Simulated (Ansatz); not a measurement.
Base system: CdGeAs2 in the chalcopyrite structure (space group I-42d, No. 122; a = 6.0473 Å, c = 11.4897 Å). Axes: x, y, z lie along a, b, c of the conventional cell.

Calculations: DFT with PBE, PAW potentials and a 420 eV plane-wave cutoff in Ansatz (a first-principles code), no spin-orbit coupling.

Base values:

The pressure is -0.01 GPa.

One thing is altered: biaxial strain +1.58 %, plane normal [001], relaxed out of plane (Cartesian); in-plane vectors clamped, the third vector and the atoms free.

Task: How does this affect the ratio −ε⊥/ε∥, pressure and energy relative to the base?

Result: The ratio −ε⊥/ε∥ is 1.17; the pressure (mean of the normal stresses, compression positive) shrinks by 0.708 GPa to -0.71 GPa; the energy goes up by 2.8 meV/atom.

No phonon test of stability was made.
